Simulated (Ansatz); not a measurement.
# TiO2, response to strain

The parent structure is TiO₂ in the rutile structure (space group P4_2/mnm, No. 136).

```xyz
6
Lattice="4.5916 0.0000 0.0000 0.0000 4.5916 0.0000 0.0000 0.0000 2.9391" Properties=species:S:1:pos:R:3 pbc="T T T"
Ti     0.0000     0.0000     0.0000
Ti     2.2958     2.2958     1.4696
O      1.3978     1.3978     0.0000
O      3.6936     0.8980     1.4696
O      0.8980     3.6936     1.4696
O      3.1938     3.1938     0.0000
```

Cartesian axes are those of the cell as printed.

Strains are applied to the cell and any free atomic positions relax; under biaxial strain the out-of-plane vector relaxes too.

Level of theory: PBEsol (Ansatz, a quantum-chemistry and plane-wave program, PAW, without spin-orbit coupling), earlier PAW set.

Notes on the quantities. pressure: mean of the normal stresses, compression positive.

| variant | electron mass | pressure | band gap | width of the top valence band | volume per atom |
|---|---|---|---|---|---|
| base | 0.54 mₑ along c, 1.1 mₑ across (at Γ) | 0.00 GPa | 1.87 eV | 1.65 eV | 10.33 Å³ |
| biaxial strain −2.15 %, plane normal [001], relaxed out of plane | 0.55 mₑ out of plane, 1.1 mₑ in plane (at Γ) | 5.69 GPa | 1.88 eV | 1.69 eV | 10.04 Å³ |
| isotropic strain −2.43 % | 0.49 mₑ along c, 1.0 mₑ across (at Γ) | ? | 1.95 eV | 1.78 eV | 9.59 Å³ |
| isotropic strain −1.32 % | ? | ? | 1.91 eV | 1.71 eV | 9.92 Å³ |

### Question
What belongs in the blanks?

### Answer

- isotropic strain −2.43 %, pressure: 20.37 GPa
- isotropic strain −1.32 %, electron mass: 0.51 mₑ along c, 1.1 mₑ across (at Γ)
- isotropic strain −1.32 %, pressure: 10.19 GPa

Effective masses come from finite differences of ±0.01 Å⁻¹. Stability against distortions was not tested. All final runs are without spin polarisation.
